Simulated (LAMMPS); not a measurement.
MD of Ni (fcc) at zero pressure, 4000 atoms, as a liquid; each row is its own run.

Level of theory: classical MD, pair style eam, the elements' _smf7.eam files (smf7) (LAMMPS).

| T (K) | viscosity (mPa s) |
|---|---|
| 1730 | 5.94 |
| 2160 | 3.18 |
| 2420 | 2.90 |

### Question
Fit an Arrhenius law, ln y = a + b / x, to these rows (x is the first column, y the second) and predict the run at x = 2250.

### Answer
Least squares gives a = -0.86613 and b = 4540. The slope times kB gives an activation energy of 0.39 eV. At x = 2250 the fit predicts 3.16 mPa s. The run itself gave 3.0 ± 0.3 mPa s, so the fit is 3.6 % high, within the run's error.

Caution (row 1730): this liquid lies under the melting point of about 1810 K that EAM-type smf7 gives, so it is undercooled.
